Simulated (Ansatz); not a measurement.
An Ansatz (a quantum-chemistry and plane-wave program) run: ZnSnAs2 with a change (isotropic strain −2.25 %); Ansatz PBEsol, scalar-relativistic without spin-orbit coupling.

Input:

Ansatz 0.2 input:
```yaml
crystal:
  lattice:
    - [-2.8540489899, 2.8540489899, 5.7366839713]
    - [2.8540489899, -2.8540489899, 5.7366839713]
    - [2.8540489899, 2.8540489899, -5.7366839713]
  atoms:
    - { symbol: Sn, position: [0.5, 0.5, 0] }
    - { symbol: Sn, position: [0.25, 0.75, 0.5] }
    - { symbol: As, position: [0.375, 0.3492076923, 0.4742076923] }
    - { symbol: As, position: [0.6507923077, 0.125, 0.0257923077] }
    - { symbol: As, position: [0.875, 0.9007923077, 0.5257923077] }
    - { symbol: As, position: [0.0992076923, 0.625, 0.9742076923] }
    - { symbol: Zn, position: [0, 0, 0] }
    - { symbol: Zn, position: [0.75, 0.25, 0.5] }
basis: { ecutwfc: 420, ecutrho_ratio: 4, xc_grid: 2, fft_grid_basis: typed }
kpoints: { mp_grid: { grid: [8, 8, 8] } }
hamiltonian:
  xc: pbesol
  dispersion: none
  pseudopotentials: { kind: paw }
scf: { occupations: { method: fermi_dirac, width: 0.05 }, convergence: { dr2_threshold: 0.0000000008 } }
relax: { f_tol: 0.005, max_steps: 50 }
output: { forces: true, stress: true }
checkpoint: { write: state.ck, write_every: 1000 }
```

Output (explanatory and most iteration lines left out):

```
Relaxation: its limit of steps is 50 (relax.max_steps)
Pseudopotential: Sn, paw, valence charge 14
Pseudopotential: As, paw, valence charge 15
Pseudopotential: Zn, paw, valence charge 12
Crystal: 8 atoms, lattice volume = 186.915 Å³
Basis set: ecut = 420 eV, 3675 PW (Γ), exchange–correlation on 96×96×96 points (8 copies of the dense FFT grid, shifted against one another)
Bands: 68, of which v1, the nominal top of the filled ones, is band 56 counted from 1 (55 counted from 0)
Symmetry: 8 space group operations
Space group: I-42d (ITA 122), of the structure as read, at distance tolerance 5.7e-5 Å
k-points: 59 of 512 (time reversal used)
Functional: x = pbesol(κ = 0.804, μ = 0.12345679012345678), c = pbesol(β = 0.046)
SCF iter   1: F=—  HF=-37714.443985 eV  |F-HF|=—  |Δ(HF+E_count)|=         —  Δρ=2.93e-3  dr2=1.52e-2  ethr=1.77e-3  ⟨swp⟩=6.6  Hψ=16138  notcnv=0  defer=55
SCF iter   2: F=—  HF=-37714.435682 eV  |F-HF|=—  |Δ(HF+E_count)|=   8.30e-3  Δρ=1.32e-3  dr2=3.34e-3  ethr=1.35e-5  ⟨swp⟩=2.9  Hψ=7941  notcnv=0  defer=151
SCF 1 converged in 9 iterations: F = -37714.434771 eV  dr2 = 5.23e-10
relax step   1: F+E_penalty+E_count = -37714.43477051 eV  Δ(F+E_penalty+E_count) = +0.000e0 eV  max|allowed force component| = 1.299e-1 eV/Å  Δτ_max = 0.0000 Å  (9 SCF iters, accepted)
Crystal: 8 atoms, lattice volume = 186.915 Å³
SCF iter   1: F=—  HF=-37714.437987 eV  |F-HF|=—  |Δ(HF+E_count)|=         —  Δρ=6.89e-4  dr2=4.64e-4  ethr=4.10e-7  ⟨swp⟩=2.0  Hψ=11992  notcnv=0  defer=234
SCF iter   2: F=—  HF=-37714.437917 eV  |F-HF|=—  |Δ(HF+E_count)|=   7.03e-5  Δρ=3.35e-4  dr2=1.26e-4  ethr=4.10e-7  ⟨swp⟩=2.0  Hψ=4323  notcnv=0  defer=234
SCF 2 converged in 8 iterations: F = -37714.437890 eV  dr2 = 6.84e-11
relax step   2: F+E_penalty+E_count = -37714.43789016 eV  Δ(F+E_penalty+E_count) = -3.120e-3 eV  max|allowed force component| = 3.755e-3 eV/Å  Δτ_max = 0.0124 Å  (8 SCF iters, accepted)
SCF converged after 8 iterations
Free energy (F): -37714.437890 eV
Internal energy: -37714.437515 eV  (E = F + TS)
E sigma→0 (E₀):  -37714.437703 eV
Entropy (-TS):   -0.000375 eV (-0.047 meV/atom)
Fermi energy:    9.226746 eV
--- Forces (eV/Å), atoms counted from 1 ---
  atom   1  Sn     0.00000000     0.00000000     0.00000000
  atom   2  Sn    -0.00000000    -0.00000000     0.00000000
  atom   3  As     0.00375502    -0.00000000    -0.00000000
  atom   4  As    -0.00000000    -0.00375502    -0.00000000
  atom   5  As    -0.00375502    -0.00000000    -0.00000000
  atom   6  As    -0.00000000     0.00375502     0.00000000
  atom   7  Zn     0.00000000    -0.00000000     0.00000000
  atom   8  Zn     0.00000000     0.00000000    -0.00000000
--- Stress (GPa, compression-positive) ---
        4.862948      -0.000000       0.000000
       -0.000000       4.862948      -0.000000
        0.000000      -0.000000       4.904767
  P = ⅓ Tr σ = 4.8769 GPa (48.769 kbar)
--- Relaxed structure (2 steps of the walk, 2 accepted, 0 SCFs on fresh bases) ---
  atoms:
    - { symbol: Sn, position: [0.5, 0.5, -4.133187955468536e-34] }
    - { symbol: Sn, position: [0.25000000000000006, 0.75, 0.5] }
    - { symbol: As, position: [0.37500000000000006, 0.34703897470597544, 0.4720389747059754] }
    - { symbol: As, position: [0.6529610252940246, 0.12499999999999997, 0.027961025294024583] }
    - { symbol: As, position: [0.875, 0.9029610252940246, 0.5279610252940246] }
    - { symbol: As, position: [0.09703897470597536, 0.625, 0.9720389747059756] }
    - { symbol: Zn, position: [6.748061968111895e-35, -4.2175387300699345e-35, 2.5305232380419605e-35] }
    - { symbol: Zn, position: [0.75, 0.25000000000000006, 0.5] }
```

Stability against distortions was not tested. The cell was made from ZnSnAs$_{2}$ in the chalcopyrite structure (space group I-42d, No. 122) by this change: isotropic strain −2.25 %.
